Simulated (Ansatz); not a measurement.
Consider this model of amorphous In22WO36.

```xyz
59
Lattice="9.3768 0.0000 0.0000 0.0000 9.3768 0.0000 0.0000 0.0000 9.3768" Properties=species:S:1:pos:R:3 pbc="T T T"
In     5.5569     9.0821     8.2062
In     2.1866     3.4813     2.0686
In     1.8774     9.3728     3.1559
In     7.6770     8.5544     1.6699
In     0.7296     6.3894     1.4033
In     4.1248     6.8144     1.4000
In     4.9362     5.7897     6.9340
In     7.3567     3.4928     6.8111
In     7.7117     0.7666     4.9681
In     4.8856     8.4727     4.8122
In     5.2648     3.7887     0.1847
In     7.5760     6.0899     8.8019
In     2.8889     5.7749     4.4550
In     4.3831     2.4005     5.6211
In     8.3682     2.9929     1.2947
In     2.1578     7.4793     7.5931
In     1.5462     4.3674     7.9033
In     4.9920     1.0458     2.1247
In     6.2505     4.5914     3.5577
In     2.8216     1.5719     8.8210
In     8.9176     0.3246     8.2082
In     1.0251     2.7375     5.0949
W      8.7799     6.4087     5.6598
O      5.3710     8.5429     1.0867
O      3.1203     3.6223     0.0955
O      2.7548     1.3505     1.6718
O      2.9215     3.5728     4.3471
O      1.0802     6.8103     5.0835
O      4.8799     5.0191     2.1088
O      7.3561     3.8750     8.9611
O      4.8948     1.4731     9.1310
O      0.3881     8.3194     2.1594
O      5.8067     0.5476     6.1781
O      5.0180     6.1473     4.8190
O      0.1663     6.5156     7.6110
O      8.0252     5.6309     4.2012
O      0.3009     3.0283     2.9560
O      6.2693     2.8046     1.9844
O      7.1889     5.6926     6.7426
O      4.1934     7.9584     6.9776
O      2.8101     5.6005     6.7282
O      5.3702     5.9777     8.9798
O      7.4508     8.2783     8.6086
O      6.5920     9.2754     3.3986
O      8.4415     1.6892     6.7421
O      5.1826     3.6477     7.1618
O      2.4232     6.8939     0.1920
O      7.9703     6.4168     1.4259
O      1.5654     0.0272     8.1350
O      0.5661     4.3170     0.4192
O      2.1788     5.5067     2.5397
O      0.5475     0.7629     4.6147
O      6.5318     2.9538     4.8587
O      2.3642     2.5190     6.9144
O      8.3652     1.0108     0.7054
O      3.9316     0.9416     4.1080
O      8.0800     8.0528     5.6653
O      3.3728     7.7951     3.3778
O      0.0545     4.2742     6.2064
```

Level of theory: PBE, scalar-relativistic without spin-orbit coupling (plane waves to 420 eV, PAW; Ansatz, a first-principles code).

It comes from a melt-quench run on a machine-learned potential (CHGNet), relaxed afterwards by DFT. O atoms were pushed apart under 1.9 Å during the dynamics, to hinder bonds among them. The hot cell started wider than the set density and was brought back towards it in steps. It is the lowest in DFT energy of 2 quenches. It is a model cell: composition and starting density were chosen by hand, and all elements were melted together. No dispersion term was used. Its density started from a set value of 6.68 and ended at 6.62 g/cm³. The simulated quench (nominally 51 K/ps over its main leg) is rapid and tends to freeze in more defects than a deposited or slowly cooled glass has. Values belong to this one cell and scatter from quench to quench. The volume was free in the relaxation, at fixed shape. Stress components on the final sampling reach 2.0 GPa.

Cut-offs for bonds: In-In 3.12 Å, In-W 3.08 Å, In-O 2.88 Å, W-W 3.04 Å, W-O 2.51 Å, O-O 1.58 Å. Two cations that share two anions don't count as bonded, nor two that share one unless they lie closer than In-In 3.04 Å, In-W 3.00 Å, W-W 2.95 Å.

Q: Give the coordination numbers, mean bond lengths and angles.

A: 
| Item | Value |
|---|---|
| Mean coordination of In by anions | 5.68 (1 with 4, 6 with 5, 14 with 6, 1 with 7) |
| Mean coordination of W by anions | 6.00 (1 with 6) |
| Mean coordination of O | 3.64 (2 with 2, 9 with 3, 25 with 4) |
| Mean In-O bond | 2.226 Å (spread 0.136 Å, 125 counted) |
| Mean W-O bond | 1.979 Å (spread 0.187 Å, 6 counted) |
| Bond angle at In | mean 104.3°, spread 28.8° |
| Bond angle at W | mean 103.8°, spread 30.2° |
| Bond angle at O | mean 110.0°, spread 15.9° |

Q: List the pairs of like atoms that count as bonded by the rules above.

A: There are none by these rules.
